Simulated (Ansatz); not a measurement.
Structures of equal composition on the (111) surface of fcc Rh: a layer of Si in place of the second plane; a layer of Si in place of the third plane. The slabs share one bottom face, and each structure is named by its start. These are constructed structures in small cells; real faces may alloy, dewet or reconstruct in larger ones, and not all known structures of the face are among them. Slabs of about 11 Å, Fermi-Dirac smearing of 0.1 eV. Bottom of the slabs: a bare face, its two planes held. Relaxed from the named starts with such symmetry as they have, on meshes of like density; energies extrapolated to zero smearing; spin only where a row says so; no spin-orbit coupling, no U. Brackets mark spin-polarised runs, whose order is one that fits the cell.

All values below come from PBE (plane waves to 420 eV, PAW; Ansatz, a first-principles code).

Task: Order them by energy per 1x1 cell (lowest first) at the level PBE.

Result: a layer of Si in place of the second plane (0.000 eV), a layer of Si in place of the third plane (0.514 eV)
